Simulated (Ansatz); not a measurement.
Take MgSe in the rock salt structure (space group Fm-3m, No. 225; a = 5.4498 Å) as the base.

All numbers come from PBEsol in Ansatz (plane waves to 420 eV, PAW, no spin-orbit coupling).

Before the change:

* **Gap between the host's bands**: 1.78 eV
* **Gap character**: indirect, Γ → X

One thing is altered: 0.405 electrons added to each cell, a density of 1.0×10^22 cm⁻³, with a uniform compensating background at fixed cell and a 300 K Fermi–Dirac width.

How does this affect the Fermi level from band edge, gap between the host's bands and gap character?

The Fermi level relative to the doped band's edge (positive inside the band; to 0.05 eV) is +1.70 eV; the gap between the host's bands remains 1.78 eV; the gap character remains indirect, Γ → X.

Carriers are added with a uniform compensating background; total energy and stress of such cells depend on the potential's zero and are not compared; many-body gap narrowing is missing at this level. No phonon test of stability was made.

Ansatz is a first-principles code.
